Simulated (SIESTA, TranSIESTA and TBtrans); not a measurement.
## Pd chain with one bond stretched by 0.6 Å

System: Pd chain with one bond stretched by 0.6 Å. Leads: straight Pd chain, spacing 2.65 Å. Geometry: as built, not relaxed.

Method: TranSIESTA and TBtrans, PBE, DZP numerical orbitals (energy shift 0.15 eV), PseudoDojo norm-conserving scalar-relativistic potentials, mesh cutoff 200 Ry, 300 K, spin-polarised (collinear), no spin-orbit coupling; self-consistent non-equilibrium Green functions.

| Item | Value |
|---|---|
| Conductance at 300 K (G0 = 2e²/h) | 1.60 |
| Thermopower (μV/K) | -2.8 |
| Mean T from −0.5 to 0.5 eV | 1.45 |
| Spin polarisation of the conductance, (up − down)/(up + down) | -0.49 |

Energies count from the leads' Fermi level. Transmissions are for each spin. The energy step is 0.01 eV; narrower resonances are cut or missed.

```csv
E (eV),T up,T down,lead channels up,down
-2.00,0.46,0.37,3,1
-1.90,0.50,0.41,3,1
-1.80,0.56,0.44,3,1
-1.70,0.63,0.47,3,3
-1.60,0.70,0.51,3,3
-1.50,0.78,0.54,3,3
-1.40,0.85,0.60,3,3
-1.30,0.92,0.67,3,3
-1.20,1.00,0.76,3,3
-1.10,1.10,0.85,3,3
-1.00,1.24,0.93,3,3
-0.90,1.44,1.00,3,3
-0.80,1.72,1.06,band edge,3
-0.70,2.09,1.12,band edge,3
-0.60,2.38,1.19,band edge,3
-0.50,3.10,1.28,band edge,band edge
-0.40,2.59,1.41,4,band edge
-0.30,1.34,1.68,4,band edge
-0.20,0.76,1.98,1,band edge
-0.10,0.79,2.19,1,4
0.00,0.82,2.40,1,4
0.10,0.84,2.42,1,4
0.20,0.86,2.00,1,4
0.30,0.88,1.05,1,band edge
0.40,0.89,0.89,1,1
0.50,0.91,0.91,1,1
0.60,0.92,0.91,1,1
0.70,0.93,0.92,1,1
0.80,0.93,0.92,1,1
0.90,0.94,0.93,1,1
1.00,0.95,0.93,1,1
1.10,0.95,0.94,1,1
1.20,0.96,0.94,1,1
1.30,0.96,0.95,1,1
1.40,0.96,0.95,1,1
1.50,0.97,0.96,1,1
1.60,0.97,0.96,1,1
1.70,0.97,0.97,1,1
1.80,0.98,0.97,1,1
1.90,0.98,0.97,1,1
2.00,0.98,0.98,1,1
```

The magnetic order of the leads was set by the start, and no other order was tried; the separate lead runs end at 0.74 (left) and 0.74 (right) μB an atom. The straight chain is held at its spacing; free chains may zigzag or dimerise.
